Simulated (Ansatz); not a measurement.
Effect of isotropic strain +1.37 % on SiO2

Consider SiO2 (space group P3_121, No. 152; a = 4.9213 Å, c = 5.4171 Å).

Now apply this change: every lattice vector is stretched by 1.37 %, atoms relaxed at fixed cell.

All numbers come from r2SCAN (Ansatz, a program for electronic structure; PAW; 500 eV plane waves; no SOC). Γ-centred 8×8×6 mesh, Fermi–Dirac width 0.05 eV.

```tsv
quantity	base	changed	shift
volume per atom	12.62 Å³	13.15 Å³	+0.53 Å³
space group	P3_121 (No. 152)	P3_121 (No. 152)	–
shortest interatomic distance	1.612 Å	1.614 Å	+0.002 Å
energy relative to the base (free energy F)	0 meV/atom	+2.4 meV/atom	+2.4 meV/atom
pressure (mean of the normal stresses, compression positive)	-0.01 GPa	-1.41 GPa	-1.409 GPa
band gap	6.60 eV	6.46 eV	-0.14 eV
gap character	indirect, K → Γ	indirect, K → Γ	–
smallest direct gap	6.90 eV	6.79 eV	-0.11 eV
mean gap deformation potential ΔEg/Δln V	–	-3.4 eV	–
width of the top valence band	0.58 eV	0.59 eV	+0.01 eV
electron mass	0.49 mₑ (at Γ)	0.50 mₑ (at Γ)	–
largest internal atomic displacement	–	0.096 Å	–
```

Final structure:

```
CELL_PARAMETERS angstrom
      4.98877     0.00000     0.00000
     -2.49438     4.32040     0.00000
      0.00000     0.00000     5.49130
ATOMIC_POSITIONS crystal
  Si 0.47672 0.00000 0.83333
  Si 0.00000 0.47672 0.16667
  Si 0.52328 0.52328 0.50000
  O  0.41611 0.25554 0.70423
  O  0.74446 0.16058 0.03757
  O  0.83942 0.58389 0.37090
  O  0.16058 0.74446 0.96243
  O  0.25554 0.41611 0.29577
  O  0.58389 0.83942 0.62910
```

Masses are band curvatures over ±0.01 Å⁻¹ around the edge. Stability against distortions was not tested.
